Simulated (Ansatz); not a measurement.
The parent structure is YN in the rock salt structure (space group Fm-3m, No. 225; a = 4.896 Å). Axes: x, y, z lie along the cube axes.

The change: the symmetric strain tensor [-0.0109 0.0178 -0.0116; 0.0178 -0.0053 -0.0066; -0.0116 -0.0066 0.0104], atoms relaxed at fixed cell.

Levels (all Ansatz, a program for electronic structure, PAW): r2SCAN (500 eV, spin-orbit coupling left out); HSE06+SOC (420 eV, with spin-orbit coupling).

The geometry is relaxed with r2SCAN.

- r2SCAN band gap: 0.42 eV
- r2SCAN valence-band top at Γ: 0.00, -0.11, -0.23 eV

Question: What does HSE06+SOC give at this geometry for the band gap and valence-band top at Γ?

Answer: The band gap rises by 0.51 eV (0.42 eV → 0.93 eV); the valence-band top at Γ (three highest Kramers pairs, from the VBM) becomes 0.00, -0.11, -0.24 eV (r2SCAN: 0.00, -0.11, -0.23 eV).

Single points use the geometry relaxed with r2SCAN. HSE06 was sampled on its mesh, a few special points and the semilocal edge points, so its gap is an upper bound. Differences between runs with and without spin-orbit coupling are approximate. No phonon test of stability was made.
